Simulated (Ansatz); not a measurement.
Consider Pb2Au (space group I4/mcm, No. 140; a = 7.3244 Å, c = 5.6746 Å). Axes: x, y, z lie along a, b, c of the conventional cell.

Perturbation: biaxial strain −2.21 %, plane normal [001], relaxed out of plane (Cartesian); in-plane vectors clamped, the third vector and the atoms free.

Levels (all Ansatz, a first-principles code, PAW): PBEsol (420 eV, spin-orbit coupling left out); PBEsol+SOC (420 eV, noncollinear with spin-orbit coupling).

The geometry is relaxed with PBEsol.

```
Property           Value
---------------  -------
PBEsol pressure  0.9 GPa
```

### Question
What does PBEsol+SOC give at this geometry for the pressure?

### Answer
The pressure shrinks by 0.5 GPa to 0.4 GPa.

A biaxial case was relaxed in a doubled cell and then solved in the primitive one. Single points use the geometry relaxed with PBEsol. Differences between runs with and without spin-orbit coupling are approximate. Stability against distortions was not tested.
